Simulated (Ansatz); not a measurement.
**TiAl under a change: pressure 4.5 GPa**

The reference is TiAl (space group P4/mmm, No. 123; a = 2.768 Å, c = 3.996 Å).

The change: a hydrostatic pressure of 4.5 GPa.

Method: LDA, PAW, 420 eV (Ansatz, a program for electronic structure; scalar-relativistic without spin-orbit coupling). Γ-centred 17×17×12 mesh, Fermi–Dirac width 0.05 eV.

```json
[
 {"quantity": "volume per atom", "base": "15.30 Å³", "changed": "14.80 Å³", "shift": "-0.50 Å³"},
 {"quantity": "density", "base": "4.06 g/cm³", "changed": "4.20 g/cm³", "shift": "+0.14 g/cm³"},
 {"quantity": "lattice parameter a", "base": "2.768 Å", "changed": "2.738 Å", "shift": "-0.030 Å"},
 {"quantity": "c/a ratio", "base": "1.444", "changed": "1.443", "shift": "-0.001"},
 {"quantity": "shortest interatomic distance", "base": "2.768 Å", "changed": "2.738 Å", "shift": "-0.030 Å"},
 {"quantity": "band gap", "base": "zero", "changed": "zero", "shift": "–"}
]
```

Final structure:

```
TiAl
1.0
    2.73759     0.00000     0.00000
    0.00000     2.73759     0.00000
    0.00000     0.00000     3.95071
Ti Al
1 1
Direct
  0.00000   0.00000   0.00000
  0.50000   0.50000   0.50000
```

Load acts through the strain it causes; cell and atoms are relaxed under it. Stability against distortions was not tested. All final runs are without spin polarisation.
